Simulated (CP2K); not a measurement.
Band structure of CsRb2GaCl6 (Fm-3m, 10 atoms in the cell).

```yaml
crystal:
  lattice:
    - [7.95651, 0.00000, 0.00000]
    - [3.97825, 6.89054, 0.00000]
    - [3.97825, 2.29685, 6.49646]
  atoms:
    - { symbol: Cs, position: [0.50000, 0.50000, 0.50000] }
    - { symbol: Rb, position: [0.75000, 0.75000, 0.75000] }
    - { symbol: Rb, position: [0.25000, 0.25000, 0.25000] }
    - { symbol: Ga, position: [0.00000, 0.00000, 0.00000] }
    - { symbol: Cl, position: [0.78704, 0.21296, 0.21296] }
    - { symbol: Cl, position: [0.21296, 0.78704, 0.78704] }
    - { symbol: Cl, position: [0.21296, 0.78704, 0.21296] }
    - { symbol: Cl, position: [0.78704, 0.21296, 0.78704] }
    - { symbol: Cl, position: [0.21296, 0.21296, 0.78704] }
    - { symbol: Cl, position: [0.78704, 0.78704, 0.21296] }
```

Level of theory: PBEsol, GPW, DZVP-MOLOPT-SR-GTH basis, GTH-PBE potentials (GTH_POTENTIALS) (CP2K).

Settings: CUTOFF = 600 Ry; REL_CUTOFF = 50 Ry; SMEAR/METHOD = GAUSSIAN; SIGMA = 0.02 eV; KPOINTS/SCHEME = MONKHORST-PACK 4 4 4; GAMMA_CENTERED = T; XC_FUNCTIONAL = PBE:PBESOL; Cs/BASIS_SET = DZVP-MOLOPT-SR-GTH; Cs/POTENTIAL = GTH-PBE-q9; Rb/BASIS_SET = DZVP-MOLOPT-SR-GTH; Rb/POTENTIAL = GTH-PBE-q9; Ga/BASIS_SET = DZVP-MOLOPT-SR-GTH; Ga/POTENTIAL = GTH-PBE-q13; Cl/BASIS_SET = DZVP-MOLOPT-SR-GTH.

The starting cell comes from a database of computed structures (which also holds hypothetical and non-ambient phases and stackings), without a prior relaxation at this level. Values carry the incompleteness of an atom-centred basis. The potentials were made for another functional than the one used.

Q: Predict the gap along the standard path and the places of the band edges.

A: The gap along the path is 3.40 eV, direct at Γ to within 0.01 eV.

Levels in eV from the top of the valence band on the SCF mesh, bands 38 to 42:
| point | 38 | 39 | 40 | 41 | 42 |
|---|---|---|---|---|---|
| Γ | -0.50 | 0.00 | 0.00 | 0.00 | 3.40 |
| X | -0.54 | -0.28 | -0.28 | -0.01 | 3.57 |
| W | -0.62 | -0.28 | -0.11 | -0.11 | 3.77 |
| K | -0.52 | -0.23 | -0.22 | -0.06 | 3.76 |
| L | -0.53 | -0.12 | -0.12 | -0.08 | 4.15 |
| U | -0.52 | -0.23 | -0.22 | -0.06 | 3.76 |

Higher empty bands are left out: an atom-centred basis made for the valence describes them poorly.
